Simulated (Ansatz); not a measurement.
# Several settings converged on a (001) slab of Zn2SeS (cut from a parent of space group no. 115; 8 atoms in the cell)

```
CELL_PARAMETERS angstrom
      3.92102     0.00000     0.00000
      0.00000     3.92102     0.00000
      0.00000     0.00000    23.76499
ATOMIC_POSITIONS crystal
  Zn 0.50000 0.00000 0.41717
  Zn 0.00000 0.50000 0.29455
  Se 0.00000 0.00000 0.35586
  S  0.50000 0.50000 0.47239
  Zn 0.50000 0.00000 0.65023
  Zn 0.00000 0.50000 0.52761
  Se 0.00000 0.00000 0.58892
  S  0.50000 0.50000 0.70545
```

Base method: PBEsol, default PAW files made with PBE (plane waves; Ansatz, a quantum-chemistry and plane-wave program).

Base settings: basis.ecutwfc = 420 eV; kpoints.mp_grid.grid = 5 5 1; hamiltonian.xc = pbesol; hamiltonian.pseudopotentials = {kind: paw} (the program's default PAW files); scf.occupations.method = fermi_dirac; scf.occupations.width = 0.05 eV.

The count of work is k-points × plane waves × bands × iterations; it is no time. Core times come from one kind of shared machine, to one figure; runs under 30 s give none.

**The vacuum**

The mesh stays at the base's, so the ladder's end is converged at best in this setting alone.

Only quantities that move along the ladder and can be compared are tabulated.

| vacuum between outermost atoms (Å) | free energy less the last step's (meV/atom) | largest difference of a force vector from the last step's (eV/Å) | count of work / last |
|---|---|---|---|
| 3.0 | -142.01 | 1.282 | 0.19 |
| 4.0 | -46.70 | 0.317 | 0.25 |
| 5.0 | -19.72 | 0.113 | 0.35 |
| 6.0 | -11.89 | 0.074 | 0.35 |
| 7.0 | -8.51 | 0.053 | 0.45 |
| 8.0 | -6.57 | 0.040 | 0.48 |
| 10.0 | -4.36 | 0.026 | 0.53 |
| 12.0 | -3.09 | 0.018 | 0.55 |
| 14.0 | -2.26 | 0.013 | 0.52 |
| 17.0 | -1.46 | 0.009 | 0.63 |
| 20.0 | -0.93 | 0.006 | 0.70 |
| 25.0 | -0.37 | 0.002 | 0.76 |
| 30.0 | 0.00 | 0.000 | 1.0 |

State of the free energy at the end of the ladder: still drifting one way, by 0.93 meV/atom over the last two steps, so the last step is no safe reference.

**The k-point mesh**

Only quantities that move along the ladder and can be compared are tabulated.

| kpoints.mp_grid.grid | free energy less the last step's (meV/atom) | largest difference of a force vector from the last step's (eV/Å) | count of work / last | core time / last (rough) |
|---|---|---|---|---|
| 2 2 1 | 168.05 | 0.163 | 0.024 | – |
| 3 3 1 | 23.20 | 0.060 | 0.028 | – |
| 4 4 1 | 8.42 | 0.040 | 0.062 | – |
| 5 5 1 | 4.63 | 0.016 | 0.062 | – |
| 6 6 1 | 1.65 | 0.016 | 0.13 | 0.08 |
| 7 7 1 | -0.03 | 0.027 | 0.13 | 0.08 |
| 8 8 1 | -0.61 | 0.013 | 0.19 | 0.1 |
| 10 10 1 | 0.19 | 0.005 | 0.27 | 0.2 |
| 12 12 1 | 0.01 | 0.006 | 0.34 | 0.3 |
| 13 13 1 | -0.09 | 0.003 | 0.34 | 0.3 |
| 16 16 1 | 0.03 | 0.000 | 0.56 | 0.4 |
| 18 18 1 | -0.01 | 0.001 | 0.69 | 0.5 |
| 22 22 1 | 0.00 | 0.000 | 1.0 | 1 |

Coarsest kpoints.mp_grid.grid that holds the forces within 0.02 eV/Å of the last step, with all finer ones: 8 8 1, at 0.19 of the last step's count of work and about 0.1 of the last step's time; the step before is off by 0.027 eV/Å.

Coarsest kpoints.mp_grid.grid that holds the free energy within 1 meV/atom of the last step, with all finer ones: 7 7 1, at 0.13 of the last step's count of work and about 0.08 of the last step's time; the step before is off by 1.6 meV/atom.

On the base run: the starting cell comes from a database of computed structures (which also holds hypothetical and non-ambient phases and stackings), without a prior relaxation at this level. The slab is cut from that crystal, and its faces are unrelaxed. Its lattice was rescaled by up to half a per cent. Spin polarisation is off, though cut faces can carry moments; the slab shows no gap. The two faces of this cut differ, and no dipole correction was used.

Left out of this page: 1 run of the series outside the window shown, repeating another row's setting, or not comparable.

Keys are those of Ansatz 0.2.
